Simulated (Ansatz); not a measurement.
An Ansatz (a program for electronic structure) run: ZnCu2SnS4 with a change (uniaxial strain ε_xx = −0.75 %); LDA/PAW in Ansatz, without spin-orbit coupling.

Input:

Ansatz 0.2 input:
```yaml
crystal:
  lattice:
    - [-2.6388014822, 2.6587420476, 5.3215415922]
    - [2.6388014822, -2.6587420476, 5.3215415922]
    - [2.6388014822, 2.6587420476, -5.3215415922]
  atoms:
    - { symbol: Cu, position: [0, 0, 0] }
    - { symbol: Cu, position: [0.75, 0.25, 0.5] }
    - { symbol: Zn, position: [0.25, 0.75, 0.5] }
    - { symbol: Sn, position: [0.5, 0.5, 0] }
    - { symbol: S, position: [0.3698133448, 0.9000282777, 0.0091952976] }
    - { symbol: S, position: [0.0999717223, 0.1091670199, 0.4697850671] }
    - { symbol: S, position: [0.8908329801, 0.3606180472, 0.9908047024] }
    - { symbol: S, position: [0.6393819528, 0.6301866552, 0.5302149329] }
basis: { ecutwfc: 420, ecutrho_ratio: 4, xc_grid: 2, fft_grid_basis: typed }
kpoints: { mp_grid: { grid: [9, 9, 9] } }
hamiltonian:
  xc: lda
  dispersion: none
  pseudopotentials: { kind: paw }
scf: { occupations: { method: fermi_dirac, width: 0.05 }, convergence: { dr2_threshold: 0.0000000008 } }
relax: { f_tol: 0.005, max_steps: 50 }
output: { forces: true, stress: true }
checkpoint: { write: state.ck, write_every: 1000 }
```

Output (explanatory and most iteration lines left out):

```
Relaxation: its limit of steps is 50 (relax.max_steps)
Pseudopotential: Cu, paw, valence charge 19
Pseudopotential: Zn, paw, valence charge 12
Pseudopotential: Sn, paw, valence charge 14
Pseudopotential: S, paw, valence charge 6
Crystal: 8 atoms, lattice volume = 149.341 Å³
Basis set: ecut = 420 eV, 2913 PW (Γ), exchange–correlation on 90×90×90 points (8 copies of the dense FFT grid, shifted against one another)
Bands: 53, of which v1, the nominal top of the filled ones, is band 44 counted from 1 (43 counted from 0)
Symmetry: 2 space group operations
Space group: C2 (ITA 5), of the structure as read, at distance tolerance 5.3e-5 Å
k-points: 205 of 729 (time reversal used)
Functional: x = slater, c = lda
SCF iter   1: F=—  HF=-25719.280712 eV  |F-HF|=—  |Δ(HF+E_count)|=         —  Δρ=1.12e-2  dr2=1.11e-1  ethr=1.77e-3  ⟨swp⟩=7.1  Hψ=45442  notcnv=0  defer=159
SCF iter   2: F=—  HF=-25719.273496 eV  |F-HF|=—  |Δ(HF+E_count)|=   7.22e-3  Δρ=9.09e-3  dr2=9.40e-2  ethr=1.27e-4  ⟨swp⟩=2.0  Hψ=22685  notcnv=0  defer=685
SCF 1 converged in 12 iterations: F = -25719.250079 eV  dr2 = 4.79e-10
relax step   1: F+E_penalty+E_count = -25719.25007850 eV  Δ(F+E_penalty+E_count) = +0.000e0 eV  max|allowed force component| = 2.128e-2 eV/Å  Δτ_max = 0.0000 Å  (12 SCF iters, accepted)
Crystal: 8 atoms, lattice volume = 149.341 Å³
SCF iter   1: F=—  HF=-25719.250125 eV  |F-HF|=—  |Δ(HF+E_count)|=         —  Δρ=1.26e-4  dr2=1.21e-5  ethr=1.33e-8  ⟨swp⟩=2.5  Hψ=32428  notcnv=0  defer=692
SCF iter   2: F=—  HF=-25719.250125 eV  |F-HF|=—  |Δ(HF+E_count)|=   3.99e-7  Δρ=8.62e-5  dr2=6.25e-6  ethr=1.33e-8  ⟨swp⟩=2.0  Hψ=18783  notcnv=0  defer=692
SCF 2 converged in 8 iterations: F = -25719.250143 eV  dr2 = 4.52e-10
relax step   2: F+E_penalty+E_count = -25719.25014260 eV  Δ(F+E_penalty+E_count) = -6.409e-5 eV  max|allowed force component| = 7.270e-3 eV/Å  Δτ_max = 0.0016 Å  (8 SCF iters, accepted)
Crystal: 8 atoms, lattice volume = 149.341 Å³
SCF iter   1: F=—  HF=-25719.250125 eV  |F-HF|=—  |Δ(HF+E_count)|=         —  Δρ=6.67e-5  dr2=3.42e-6  ethr=3.43e-8  ⟨swp⟩=2.2  Hψ=20544  notcnv=0  defer=692
SCF iter   2: F=—  HF=-25719.250151 eV  |F-HF|=—  |Δ(HF+E_count)|=   2.61e-5  Δρ=4.82e-5  dr2=1.96e-6  ethr=3.88e-9  ⟨swp⟩=2.0  Hψ=21450  notcnv=0  defer=692
SCF 3 converged in 7 iterations: F = -25719.250150 eV  dr2 = 4.62e-10
relax step   3: F+E_penalty+E_count = -25719.25015038 eV  Δ(F+E_penalty+E_count) = -7.781e-6 eV  max|allowed force component| = 4.728e-4 eV/Å  Δτ_max = 0.0008 Å  (7 SCF iters, accepted)
SCF converged after 7 iterations
Free energy (F): -25719.250150 eV
Internal energy: -25719.249718 eV  (E = F + TS)
E sigma→0 (E₀):  -25719.249934 eV
Entropy (-TS):   -0.000432 eV (-0.054 meV/atom)
Fermi energy:    8.937495 eV
--- Forces (eV/Å), atoms counted from 1 ---
  atom   1  Cu     0.00000000     0.00000000     0.00030651
  atom   2  Cu     0.00000000     0.00000000     0.00031792
  atom   3  Zn     0.00000000     0.00000000    -0.00029731
  atom   4  Sn     0.00000000     0.00000000    -0.00020323
  atom   5  S      0.00031428    -0.00014325    -0.00045980
  atom   6  S      0.00023644    -0.00047281     0.00039851
  atom   7  S     -0.00031428     0.00014325    -0.00045980
  atom   8  S     -0.00023644     0.00047281     0.00039851
--- Stress (GPa, compression-positive) ---
        0.873309       0.002896       0.000000
        0.002897       0.571800       0.000000
        0.000000       0.000000       0.566575
  P = ⅓ Tr σ = 0.6706 GPa (6.706 kbar)
--- Relaxed structure (3 steps of the walk, 3 accepted, 0 SCFs on fresh bases) ---
  atoms:
    - { symbol: Cu, position: [-2.823822040363015e-5, -2.823822040363015e-5, 3.1858410183827425e-22] }
    - { symbol: Cu, position: [0.7501370860261523, 0.25013708602615237, 0.49999999999999983] }
    - { symbol: Zn, position: [0.24986039567699617, 0.749860395676996, 0.5] }
    - { symbol: Sn, position: [0.5000402260054652, 0.5000402260054652, 3.1858410183827425e-22] }
    - { symbol: S, position: [0.36985562453663934, 0.9005052850000188, 0.00964764089940684] }
    - { symbol: S, position: [0.10000740328462196, 0.10882068896608235, 0.46955083037616574] }
    - { symbol: S, position: [0.8908576441006116, 0.3602079836372323, 0.9903523591005929] }
    - { symbol: S, position: [0.6392698585899164, 0.6304565729084561, 0.5304491696238341] }
```

Stability against distortions was not tested. All final runs are without spin polarisation. The cell was made from ZnCu2SnS4 (space group I-4, No. 82) by this change: uniaxial strain ε_xx = −0.75 %.
